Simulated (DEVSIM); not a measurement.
Structure: Schottky contact on n-type β-Ga2O3, at 250 K.

Layer 1 from the left is β-Ga2O3, thickness (μm) 15.0, Nd (cm⁻³) 6e15, τn (s) 1.8e-8, τp (s) 1.8e-8.

Left contact: Schottky, work function 5.73 eV, emission velocity 4.3e6 cm/s. Right contact: ohmic. Voltage is applied to the left contact. Recombination: SRH at mid-gap, Auger. Mobility is μmin + (μ − μmin)/(1 + (N/Nref)^α).

The device is made up for the run: typed textbook-type constants, with dimensions and the other settings drawn at random. Values at 300 K; Nc and Nv go as T^1.5, mobilities as T to minus their exponent, the gap by Varshni's rule with the affinity fixed.

β-Ga2O3: gap (eV) 4.8, affinity (eV) 4, permittivity 10, Nc (cm⁻³) 3.7e18, Nv (cm⁻³) 5e20, μn (cm²/Vs) 160, μp (cm²/Vs) 1, μn,min 20, μp,min 0.1, Nref,n 1e18, Nref,p 1e18, αn 0.8, αp 0.8, T exponent of μn 1.8, T exponent of μp 1.5, Cn (cm⁶/s) 1e-31, Cp (cm⁶/s) 1e-31, Varshni α (eV/K) 0.0004, Varshni β (K) 600.

Simulated with DEVSIM: 1D drift-diffusion, Boltzmann statistics, complete ionisation; no tunnelling, impact ionisation, image-force lowering or self-heating. Metal contacts follow the ideal Schottky-Mott rule: no Fermi-level pinning, no interface dipoles.

Dark forward current:

```
|V| (V)  |J| (A/cm²)
-------  -----------
0.80       2.332e-13
0.85       2.348e-12
0.90       2.362e-11
0.95       2.373e-10
1.00        2.379e-9
1.05        2.382e-8
1.10        2.378e-7
1.15        2.367e-6
1.20        2.347e-5
1.25       0.0002313
1.30        0.002261
1.35         0.02172
1.40          0.1947
1.45           1.272
1.50           4.334
1.55           8.966
1.60           14.41
1.65           20.28
1.70           26.40
1.75           32.70
1.80           39.10
1.85           45.60
1.90           52.15
1.95           58.76
2.00           65.41
```

### Question
Work out the local ideality factor n = ΔV / (kT/q · ln(J2/J1)) between the rows 0.80 and 0.85 V, 1.95 and 2.00 V.

### Answer
kT/q = 21.54 mV. From 0.80 to 0.85 V: ln(2.348e-12/2.332e-13) = 2.309, n = 1.01, near the 1 of diffusion or emission over a barrier. From 1.95 to 2.00 V: ln(65.41/58.76) = 0.107, n = 21.65; the layers' resistance at their doping, Σ W/(qμN) = 0.0071 Ω cm², would take 47 mV of this step of 50 mV.

### Question
Estimate the current at 1.10 V for emission alone, J0 = q v N_band exp(−φB/kT), and read the barrier back from the simulated current.

### Answer
φB = 1.730 eV, N_band = 2.81e18 cm⁻³, J0 = 2.55e-29 A/cm²; J = J0 (exp(qV/kT) − 1) = 3.85e-7 A/cm². The simulation gives 2.38e-7 A/cm²; the estimate lies 62 % above. Read backwards, the simulated current gives an apparent barrier of 1.740 eV. The estimate leaves out transport through the depletion region and minority injection.
